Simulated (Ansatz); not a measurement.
Ansatz (a program for electronic structure) run on MoS₂ (R3m, 3 atoms in the cell): self-consistent single point.

Method: PBE, PAW files (plane waves; Ansatz).

```
CELL_PARAMETERS angstrom
      1.60011     0.92382     6.51451
     -1.60011     0.92382     6.51451
      0.00000    -1.84765     6.51451
ATOMIC_POSITIONS crystal
  Mo 0.00234 0.00234 0.00234
  S  0.41294 0.41294 0.41294
  S  0.25330 0.25330 0.25330
```

Reference input (self-consistent single point, DFT, PBE, plane waves, PAW files): basis.ecutwfc = 420 eV; kpoints.mp_grid.grid = 9 9 9; hamiltonian.xc = pbe; hamiltonian.pseudopotentials = {kind: paw} (the program's default PAW files); scf.occupations.method = fermi_dirac; scf.occupations.width = 0.01 eV. This run's input differs from it in these lines:

Ansatz 0.2 input:
```diff
@@ -13,3 +13,3 @@
 kpoints:
-  mp_grid: { grid: [9, 9, 9] }
+  mp_grid: { grid: [6, 6, 6] }
 hamiltonian:
```

Output, abridged:

```
SCF iter   1: F=—  HF=-6763.571763 eV  |F-HF|=—  |Δ(HF+E_count)|=         —  Δρ=5.96e-2  dr2=2.61e0  ethr=3.10e-3  ⟨swp⟩=6.8  Hψ=3312  notcnv=0
all-band conjugate gradients solve this SCF's bands
preconditioner: auto → none
SCF iter   2: F=—  HF=-6763.084324 eV  |F-HF|=—  |Δ(HF+E_count)|=   4.87e-1  Δρ=4.16e-2  dr2=2.00e0  ethr=3.10e-3  ⟨swp⟩=2.9  Hψ=1462  notcnv=0
   [... lines left out ...]
SCF iter   7: F=—  HF=-6762.802621 eV  |F-HF|=—  |Δ(HF+E_count)|=   3.80e-4  Δρ=2.42e-4  dr2=5.03e-5  ethr=4.87e-6  ⟨swp⟩=2.3  Hψ=1005  notcnv=0
SCF iter   8: F=—  HF=-6762.802620 eV  |F-HF|=—  |Δ(HF+E_count)|=   1.12e-6  Δρ=5.81e-5  dr2=1.12e-6  ethr=1.94e-7  ⟨swp⟩=2.6  Hψ=958  notcnv=0
SCF iter   9: F=—  HF=-6762.802620 eV  |F-HF|=—  |Δ(HF+E_count)|=   2.07e-7  Δρ=1.54e-5  dr2=1.01e-7  ethr=4.29e-9  ⟨swp⟩=2.2  Hψ=950  notcnv=0
SCF iter  10: F=-6762.802620 eV  HF=-6762.802620 eV  |F-HF|=7.30e-9  |Δ(HF+E_count)|=   7.50e-9  Δρ=3.27e-6  dr2=9.45e-9  ethr=3.85e-10  ⟨swp⟩=6.7  Hψ=2690  notcnv=0
SCF 1 converged in 10 iterations: F = -6762.802620 eV  dr2 = 9.45e-9
Free energy (F): -6762.802620 eV
Internal energy: -6762.802620 eV  (E = F + TS)
E sigma→0 (E₀):  -6762.802620 eV
Fermi energy:    10.117882 eV
--- Forces (eV/Å), atoms counted from 1 ---
  atom   1  Mo    -0.00000000     0.00000000    -1.44527797
  atom   2  S     -0.00000000    -0.00000000     0.68756531
  atom   3  S     -0.00000000    -0.00000000     0.75770125
--- Stress (GPa, compression-positive) ---
       -0.886175       0.000000      -0.000000
        0.000000      -0.886175      -0.000000
        0.000000      -0.000000       0.352555
  P = ⅓ Tr σ = -0.4733 GPa (-4.733 kbar)
  The stress holds the Pulay correction. Without it, at fixed plane waves, as pw.x and ABINIT print it: P = -0.4994 GPa
```

The run converged in 10 iterations. Against the reference run the free energy stays essentially unchanged (within 1 meV/atom), the pressure hardly changes (-0.48 to -0.47 GPa), the largest force moves little (1.447 to 1.445 eV/Å) and the gap on the mesh goes from 1.041 to 1.028 eV.

The starting cell comes from a database of computed structures (which also holds hypothetical and non-ambient phases and stackings), without a prior relaxation at this level. Its lattice was rescaled by up to half a per cent. One atom was moved a little off its site on purpose. Forces in this geometry exceed 1 eV/Å. Ansatz's pressure includes its estimate of the finite-basis (Pulay) stress.
